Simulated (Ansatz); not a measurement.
Consider the energy change on adding Al2N2 to slab B from Al (fcc) and N2 (gas). Reaction: cell B + 2 Al (fcc) + N2 (gas) → cell A. The sign is products less reactants.

Cell A: a stack of composition Mg4Al3N3O4 built on MgO (rock salt, Fm-3m) (100), with 8 atoms on that crystal's sites, 14 atoms, square cell of 3.01 Å (9.0 Å²), symmetry P4mm, 12.5 Å thick under 16 Å of vacuum, in-plane vectors held at the crystal's, which may strain the added film; planes from bottom to top: MgO × 4 | AlN × 3, its two faces unlike (dipole correction applied); against B it holds Al2N2 more, on a cell with two atoms a plane; spin state with PBE: run without spin, k-point mesh 15×15×1.
```
CELL_PARAMETERS angstrom
      3.00773     0.00000     0.00000
      0.00000     3.00773     0.00000
      0.00000     0.00000    28.39048
ATOMIC_POSITIONS crystal
  Mg 0.00000 0.00000 0.28249
  O  0.50000 0.50000 0.28077
  Mg 0.50000 0.50000 0.35640
  O  0.00000 0.00000 0.35670
  Mg 0.00000 0.00000 0.43152
  O  0.50000 0.50000 0.43144
  Mg 0.50000 0.50000 0.50639
  O  0.00000 0.00000 0.50668
  Al 0.00000 0.00000 0.57948
  N  0.50000 0.50000 0.57954
  Al 0.50000 0.50000 0.64922
  N  0.00000 0.00000 0.64863
  Al 0.00000 0.00000 0.71716
  N  0.50000 0.50000 0.71997
```

Cell B: a stack of composition Mg4AlNO4 built on MgO (rock salt, Fm-3m) (100), with 8 atoms on that crystal's sites, 10 atoms, square cell of 3.01 Å (9.0 Å²), symmetry P4mm, 8.5 Å thick under 16 Å of vacuum, in-plane vectors held at the crystal's, which may strain the added film; planes from bottom to top: MgO × 4 | AlN, its two faces unlike (dipole correction applied); spin state with PBE: run without spin, k-point mesh 15×15×1.
```yaml
crystal:
  lattice:
    - [3.00773, 0.00000, 0.00000]
    - [0.00000, 3.00773, 0.00000]
    - [0.00000, 0.00000, 24.45154]
  atoms:
    - { symbol: Mg, position: [0.00000, 0.00000, 0.32802] }
    - { symbol: O, position: [0.50000, 0.50000, 0.32602] }
    - { symbol: Mg, position: [0.50000, 0.50000, 0.41384] }
    - { symbol: O, position: [0.00000, 0.00000, 0.41418] }
    - { symbol: Mg, position: [0.00000, 0.00000, 0.50102] }
    - { symbol: O, position: [0.50000, 0.50000, 0.50101] }
    - { symbol: Mg, position: [0.50000, 0.50000, 0.58833] }
    - { symbol: O, position: [0.00000, 0.00000, 0.58816] }
    - { symbol: Al, position: [0.00000, 0.00000, 0.67151] }
    - { symbol: N, position: [0.50000, 0.50000, 0.67485] }
```

Reference: Al (fcc, Fm-3m), 1 atom in the cell, k-point mesh 26×26×26 on the run's own vectors. Conventional cell: a = b = c = 4.0416 Å, α = β = γ = 90.00°.

Reference: an isolated N2 molecule (singlet) in a box of 11 × 11 × 13 Å.

Computed with Ansatz (plane waves, PAW), its default PAW set, cutoff 420 eV, 500 eV for r2SCAN. The structures are at rest with PBE, within the held lattices; other levels are single points on them. Neutral cells; Fermi-Dirac smearing of at most 0.10 eV in the solids, energies taken to zero width. The lattices are those relaxed with PBE or held as stated, so at other levels the solids can be strained, which adds to the spread. A dispersion term (D3(BJ), or D4 for r2SCAN) was computed beside these levels and is taken off wherever the name lacks it. Nuclei at rest; no vibrational terms. The structures are the rest points that the relaxations reached, not proven lowest. Values are for these cell sizes. Cell A has symmetry P4mm and got no random move, so less symmetric positions, which may lie lower, weren't tried. Cell B has symmetry P4mm and got no random move, so less symmetric positions, which may lie lower, weren't tried.

Q: What value does PBE give?

A: -4.75 eV, for cell B + 2 Al (fcc) + N2 (gas) → cell A.

Q: List the value at the remaining levels and say how far they part.

A: 
```json
[
 {"Method": "r2SCAN", "value (eV)": "-5.73", "less PBE": "-0.98"}
]
```

The levels span 0.98 eV, from r2SCAN (-5.73) to PBE (-4.75).

Ansatz is an electronic-structure program.
